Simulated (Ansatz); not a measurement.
Worked example: self-consistent single point of WS₂ (P3m1, 3 atoms in the cell) in Ansatz (a program for electronic structure).

Method of the run: PBEsol, default PAW files made with PBE (plane waves; Ansatz).

```yaml
crystal:
  lattice:
    - [3.16760, 0.00000, 0.00000]
    - [-1.58380, 2.74322, 0.00000]
    - [0.00000, 0.00000, 16.86583]
  atoms:
    - { symbol: W, position: [0.00000, 0.00000, 0.00297] }
    - { symbol: S, position: [0.33333, 0.66667, 0.90800] }
    - { symbol: S, position: [0.33333, 0.66667, 0.09200] }
```

Reference input (self-consistent single point, DFT, PBEsol, plane waves, default PAW files made with PBE): basis.ecutwfc = 420 eV; kpoints.mp_grid.grid = 9 9 2; hamiltonian.xc = pbesol; hamiltonian.pseudopotentials = {kind: paw} (the program's default PAW files); scf.occupations.method = fixed. This run's input differs from it in these lines:

Ansatz 0.2 input:
```diff
@@ -10,3 +10,3 @@
 basis:
-  ecutwfc: 420.0
+  ecutwfc: 250.0
 kpoints:
```

Output, abridged:

```
SCF iter   1: F=—  HF=-12028.300222 eV  |F-HF|=—  |Δ(HF+E_count)|=         —  Δρ=8.93e-3  dr2=9.89e-2  ethr=1.77e-3  ⟨swp⟩=6.0  Hψ=2167  notcnv=0  defer=44
all-band conjugate gradients solve this SCF's bands
preconditioner: auto → none
SCF iter   2: F=—  HF=-12028.321903 eV  |F-HF|=—  |Δ(HF+E_count)|=   2.17e-2  Δρ=7.02e-3  dr2=2.60e-1  ethr=3.80e-4  ⟨swp⟩=3.5  Hψ=943  notcnv=0  defer=48  recentre
   [... lines left out ...]
SCF iter   5: F=—  HF=-12028.284654 eV  |F-HF|=—  |Δ(HF+E_count)|=   2.63e-3  Δρ=7.29e-4  dr2=3.10e-4  ethr=9.34e-5  ⟨swp⟩=2.0  Hψ=542  notcnv=0  defer=48
SCF iter   6: F=—  HF=-12028.284753 eV  |F-HF|=—  |Δ(HF+E_count)|=   9.89e-5  Δρ=1.49e-4  dr2=3.30e-5  ethr=1.19e-6  ⟨swp⟩=3.2  Hψ=795  notcnv=0  defer=48
SCF iter   7: F=—  HF=-12028.284845 eV  |F-HF|=—  |Δ(HF+E_count)|=   9.21e-5  Δρ=5.80e-5  dr2=3.31e-6  ethr=1.27e-7  ⟨swp⟩=2.3  Hψ=570  notcnv=0  defer=46
SCF iter   8: F=-12028.284845 eV  HF=-12028.284845 eV  |F-HF|=8.56e-9  |Δ(HF+E_count)|=   1.91e-8  Δρ=7.01e-6  dr2=8.59e-8  ethr=3.85e-10  ⟨swp⟩=9.2  Hψ=3031  notcnv=0
SCF 1 converged in 8 iterations: F = -12028.284845 eV  dr2 = 8.59e-8
Free energy (F): -12028.284845 eV
Internal energy: -12028.284845 eV  (E = F + TS)
E sigma→0 (E₀):  -12028.284845 eV
Fermi energy:    0.353015 eV
--- Forces (eV/Å), atoms counted from 1 ---
  atom   1  W      0.00000000    -0.00000000    -1.65571776
  atom   2  S     -0.00000000     0.00000000     0.56031605
  atom   3  S      0.00000000     0.00000000     1.09540217
--- Stress (GPa, compression-positive) ---
       -0.367917       0.000000      -0.000000
        0.000000      -0.367917      -0.000000
       -0.000000      -0.000000       0.800695
  P = ⅓ Tr σ = 0.0216 GPa (0.216 kbar)
  The stress holds the Pulay correction. Without it, at fixed plane waves, as pw.x and ABINIT print it: P = -5.2569 GPa
```

The run converged in 8 iterations. Against the reference run the free energy rises by 241 meV/atom, the pressure goes from -0.11 to 0.02 GPa, the largest force goes from 1.673 to 1.656 eV/Å and the gap on the mesh goes from 1.757 to 1.726 eV.

The starting cell comes from a database of computed structures (which also holds hypothetical and non-ambient phases and stackings), without a prior relaxation at this level. Its lattice was rescaled by up to half a per cent. One atom was moved a little off its site on purpose. Spin-orbit coupling is off. Forces in this geometry exceed 1 eV/Å. Ansatz's pressure includes its estimate of the finite-basis (Pulay) stress. Without the estimate this run gives -5.26 GPa. The cutoff lies below the one recommended for these files.
